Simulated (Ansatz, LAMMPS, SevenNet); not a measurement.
# Ladder of methods for the lattice parameter a of L1₀ (CuAu-type) FePt

Reference value: 2.727 Å (measured, room temperature, not corrected to a static lattice, P4/mmm two-atom cell, a_fct/√2; as tabulated in Sawada et al. (2023), arXiv:2212.12065).

Task: What do Lennard-Jones jacobson2022, SevenNet-l3i5, PBE, PBE-D3(BJ), HSE06 give, and how far is each from the reference?

Result: 
```tsv
level (code)	value (Å)	difference (%)
Lennard-Jones jacobson2022 (LAMMPS)	2.728	+0.04
SevenNet-l3i5	2.731	+0.15
PBE (Ansatz)	2.729	+0.07
PBE-D3(BJ) (Ansatz)	2.703	-0.88
HSE06 (Ansatz)	2.748	+0.77
```

Leaving aside Lennard-Jones jacobson2022 (doubt noted below): The reference is not for a static lattice or low temperature, so close values are not ranked against it.

The measured value isn't corrected to a static lattice, so vibrations enter the comparison. Spin-polarised runs: PBE (parallel moments), PBE-D3(BJ) (parallel moments), HSE06 (parallel moments). Density-functional levels without +SOC have no spin–orbit coupling. Lennard-Jones jacobson2022: the pair parameters belong to the elements and are mixed by rule. Lennard-Jones jacobson2022: pair potentials favour close packing, so symmetry can be all that holds this lattice. Cutoffs and k meshes differ between the levels. Ansatz's density-functional and Hartree–Fock values are scalar-relativistic unless marked +SOC, with PAW data made under PBE.

Empirical potentials (Lennard-Jones jacobson2022) are fitted to chosen data: where that held the value shown, agreement is built in, and what lay outside the fit can be far off. Machine-learned potentials (SevenNet-l3i5) are trained on DFT data: a solid inside that data is no test of them.

Differences are worked out from the printed values.

Ansatz is a first-principles code.
